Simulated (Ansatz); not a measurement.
A self-consistent single point of HfPt₃ (P4mm, 4 atoms in the cell) with Ansatz (an electronic-structure program)

Level of theory: LDA (PW92), default PAW files made with PBE (plane waves; Ansatz).

This input was run:

Ansatz 0.2 input:
```yaml
crystal:
  lattice:
    - [4.02246200, 0.00000000, 0.00000000]
    - [0.00000000, 4.02246200, 0.00000000]
    - [0.00000000, 0.00000000, 4.02246200]
  atoms:
    - { symbol: Hf, position: [0.00000000, 0.00000000, 0.01243000] }
    - { symbol: Pt, position: [0.50000000, 0.50000000, 0.00000000] }
    - { symbol: Pt, position: [0.00000000, 0.50000000, 0.50000000] }
    - { symbol: Pt, position: [0.50000000, 0.00000000, 0.50000000] }
basis:
  ecutwfc: 420.0
kpoints:
  mp_grid: { grid: [7, 7, 7] }
hamiltonian:
  xc: lda
  pseudopotentials: { kind: paw }
scf:
  occupations: { method: gaussian, width: 0.1 }
output:
  forces: true
  eigenvalues: true
  stress: true
```

Output (repeated stretches shortened):

```
WARN ansatz: RAYON_NUM_THREADS=1 ignored (pool sized by the plan → 1); use --threads N
Pseudopotentials: kind: paw
Pseudopotential: Hf, paw, valence charge 26
Pseudopotential: Pt, paw, valence charge 18
Crystal: 4 atoms, lattice volume = 65.084 Å³
Basis set: ecut = 420 eV, 1309 PW (Γ)
Bands: 48, of which v1, the nominal top of the filled ones, is band 40 counted from 1 (39 counted from 0)
Symmetry: 8 space group operations
Space group: P4mm (ITA 99), of the structure as read, at distance tolerance 4.0e-5 Å
k-points: 40 of 343 (time reversal used)
PAW frozen core: Hf, regenerated for the run's functional, and the local potential with it
PAW frozen core: Pt, regenerated for the run's functional, and the local potential with it
Initial density: superposition of atomic densities (neutral atoms: chi_scale 0, normalization atom), corrected by the library's trained network
Initial wavefunctions: pseudopotential atomic-orbital guess
Eigensolver: davidson
Functional: x = slater, c = lda
SCF iter   1: F=—  HF=-52216.134681 eV  |F-HF|=—  |Δ(HF+E_count)|=         —  Δρ=6.48e-3  dr2=8.87e-3  ethr=1.77e-3  ⟨swp⟩=5.4  Hψ=6087  notcnv=0
all-band conjugate gradients solve this SCF's bands
preconditioner: auto → Resta (q_TF=auto, 2.824 Å⁻¹)
SCF iter   2: F=—  HF=-52216.135995 eV  |F-HF|=—  |Δ(HF+E_count)|=   1.31e-3  Δρ=3.50e-3  dr2=2.75e-3  ethr=1.11e-5  ⟨swp⟩=2.0  Hψ=2750  notcnv=0
SCF iter   3: F=—  HF=-52216.135506 eV  |F-HF|=—  |Δ(HF+E_count)|=   4.90e-4  Δρ=2.31e-4  dr2=5.08e-5  ethr=3.43e-6  ⟨swp⟩=2.4  Hψ=3074  notcnv=0
SCF iter   4: F=—  HF=-52216.135480 eV  |F-HF|=—  |Δ(HF+E_count)|=   2.61e-5  Δρ=1.57e-4  dr2=1.01e-5  ethr=6.35e-8  ⟨swp⟩=2.1  Hψ=3232  notcnv=0
SCF iter   5: F=—  HF=-52216.135472 eV  |F-HF|=—  |Δ(HF+E_count)|=   7.09e-6  Δρ=5.95e-5  dr2=2.78e-6  ethr=1.26e-8  ⟨swp⟩=2.0  Hψ=2653  notcnv=0
SCF iter   6: F=—  HF=-52216.135472 eV  |F-HF|=—  |Δ(HF+E_count)|=   8.10e-7  Δρ=1.56e-5  dr2=2.19e-7  ethr=3.48e-9  ⟨swp⟩=2.2  Hψ=2465  notcnv=0
SCF iter   7: F=-52216.135472 eV  HF=-52216.135472 eV  |F-HF|=1.58e-9  |Δ(HF+E_count)|=   5.87e-8  Δρ=1.98e-6  dr2=2.17e-9  ethr=1.25e-10  ⟨swp⟩=7.1  Hψ=6831  notcnv=0
SCF 1 converged in 7 iterations: F = -52216.135472 eV  dr2 = 2.17e-9
SCF converged after 7 iterations
Free energy (F): -52216.135472 eV
Harris-Foulkes:  -52216.135472 eV  (|F-HF|=1.58e-9)
Internal energy: -52216.133059 eV  (E = F + TS)
E sigma→0 (E₀):  -52216.134265 eV
Entropy (-TS):   -0.002413 eV (-0.603 meV/atom)
Fermi energy:    23.507456 eV
--- Per-component energies (eV) ---
  E_band       = -319.154912
  E_kinetic    = 2338.511245
  E_local      = -9249.740231  (includes V_loc(G=0)·N_el)
  E_nonlocal   = -614.208105
  E_hartree    = 3926.546789
  E_xc         = -1080.634006
  E_vxc        = -1177.250800  (∫ρ·V_xc dr)
  E_paw        = -34218.019939  (= ΣΔE_a)
  E_vpaw       = 530.441044  (= ΣTr[D̂ρ^β])
  E_aug_tail   = 0.000612  (compensation charges beyond the density's cutoff)
  E_ewald      = -13322.438274
  E_core_change = 3.848851  (= ΣΔE_core)
  E_smearing   = -0.002413  (= −TS)
  E_closure    = -0.000000  (closes the sum)
  Σ components = -52216.135472   (vs F -52216.135472, Δ=0.00e0)
--- Forces (eV/Å), atoms counted from 1 ---
  atom   1  Hf    -0.00000000     0.00000000    -0.28644249
  atom   2  Pt     0.00000000     0.00000000     0.02127079
  atom   3  Pt     0.00000000     0.00000000     0.13258527
  atom   4  Pt     0.00000000     0.00000000     0.13258527
  max |Σ_I F_I| component: 1.16e-6 eV/Å
--- Stress (GPa, compression-positive) ---
      -11.667532       0.000000       0.000000
        0.000000     -11.667532       0.000000
        0.000000       0.000000     -11.586110
  P = ⅓ Tr σ = -11.6404 GPa (-116.404 kbar)
  The stress holds the Pulay correction. Without it, at fixed plane waves, as pw.x and ABINIT print it: P = -11.6869 GPa
--- Band table (eV; the first three rows and the last of 40) ---
  k-point 0: bands = ["-75.7246", "-75.7031", "-75.7001", "-39.5039", "-29.9558", "-29.9558", "-29.9554", "-29.8431", "-29.8420", "-29.8420", "-29.6892", "-29.6892", "-29.6869", "-8.1552", "-8.1544", "-8.1544", "10.4958", "10.4958", "10.4958", [...]
  k-point 1: bands = ["-75.7236", "-75.7031", "-75.7011", "-39.5040", "-29.9493", "-29.9493", "-29.9449", "-29.8436", "-29.8436", "-29.8436", "-29.6979", "-29.6941", "-29.6941", "-8.1668", "-8.1561", "-8.1561", "10.4939", "10.4952", "10.4952", [...]
  k-point 2: bands = ["-75.7212", "-75.7035", "-75.7031", "-39.5041", "-29.9328", "-29.9328", "-29.9167", "-29.8488", "-29.8488", "-29.8446", "-29.7273", "-29.7055", "-29.7055", "-8.1927", "-8.1600", "-8.1600", "10.4896", "10.4907", "10.4939", [...]
  k-point 39: bands = ["-75.7111", "-75.7103", "-75.7064", "-39.5024", "-29.9674", "-29.9623", "-29.9602", "-29.9550", "-29.7660", "-29.7628", "-29.7616", "-29.6714", "-29.6689", "-8.1847", "-8.1813", "-8.1809", "10.4941", "10.4944", "10.4946", [...]
```

The run converged in 7 iterations.

The starting cell comes from a database of computed structures (which also holds hypothetical and non-ambient phases and stackings), without a prior relaxation at this level. Its lattice was rescaled by up to half a per cent. One atom was moved a little off its site on purpose. Spin-orbit coupling is off. Spin polarisation is off. With a pressure of about -12 GPa the cell is away from its equilibrium volume at this level. Ansatz's pressure includes its estimate of the finite-basis (Pulay) stress.
